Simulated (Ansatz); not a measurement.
Cost and result by functional for the adsorption energy of H on the 1x1 (0001) surface of hcp Ti, one in a 2x2 cell, started at the site 'hollow Ti-Ti-Ti over Ti at depth 2.2 Å', in Ansatz (plane waves, PAW). Single points on the PBE structure, on one kind of machine; costs are rough ratios of the slab run's core time (references not counted) to the cheapest single point. r2SCAN's cost holds its higher cutoff (500 against 420 eV). Differences are taken against r2SCAN for comparison alone: no measured value is at hand, so the table doesn't rank accuracy.

Model: 17-atom slab, 6.8 Å thick at the start under the adsorbate (thin: gaps and levels are the slab's own), 6x6x1 mesh, Fermi-Dirac 0.1 eV, dipole correction, 8 atoms held, the rest relaxed; symmetry of the start imposed; no spin, no spin-orbit, no U, no dispersion correction. At the end it is bonded to 3 Ti. In PBE it is, or lies within 0.03 eV of, the lowest of the starts that converged. These notes are the PBE run's. Adsorption energies are against ½ H2(g). A negative adsorption energy means that the adsorbate is more stable on the surface than in its reference.

| functional | relative cost | adsorption energy (eV) | less r2SCAN (eV) |
|---|---|---|---|
| RPBE | 1 | -0.99 | 0.25 |
| r2SCAN | 3 | -1.24 | 0.00 |
| PBE (the relaxed run's value) | – | -1.09 | 0.15 |

The values span 0.25 eV, while the single points' costs differ by a factor of roughly 3. Differences are of unrounded values.

Ansatz is a first-principles code.
